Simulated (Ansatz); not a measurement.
The starting structures come from a database of crystals and need not be the phases stable at ambient conditions.

By PBEsol, the system below comes out a metal.

Consider the following.

```
CuPt
1.0
    2.72459     0.00000     0.00000
   -1.36230     2.35956     0.00000
    1.36230     0.78652     4.24445
Cu Pt
1 1
Direct
  0.00000   0.00000   0.00000
  0.00000   0.50000   0.50000
```

Space group of this cell: R-3m. The cell is taken as given; by PBEsol its mean pressure is -4.0 GPa.

The current runs along the normal of the first two printed vectors, the (001) plane. All runs by Ansatz (a quantum-chemistry and plane-wave program), plane waves and PAW, without spin-orbit coupling; the base is PBEsol.

```csv
run,mean pressure (GPa),"G/A, both spins (10¹⁵ S/m²)"
base,-4.0,0.50
all lengths scaled by 0.98,10.8,[?]
all lengths scaled by 1.02,-14.5,0.47
"lengths across the current scaled by 0.98, ions clamped",5.7,0.57
"lengths across the current scaled by 1.02, ions clamped",-11.4,0.47
"lengths along the current scaled by 0.97, ions clamped",2.9,[?]
"lengths along the current scaled by 1.03, ions clamped",-9.3,[?]
```

Question: Fill in the missing entries.

Answer: 
- all lengths scaled by 0.98, G/A, both spins (10¹⁵ S/m²): 0.55
- lengths along the current scaled by 0.97, ions clamped, G/A, both spins (10¹⁵ S/m²): 0.49
- lengths along the current scaled by 1.03, ions clamped, G/A, both spins (10¹⁵ S/m²): 0.54
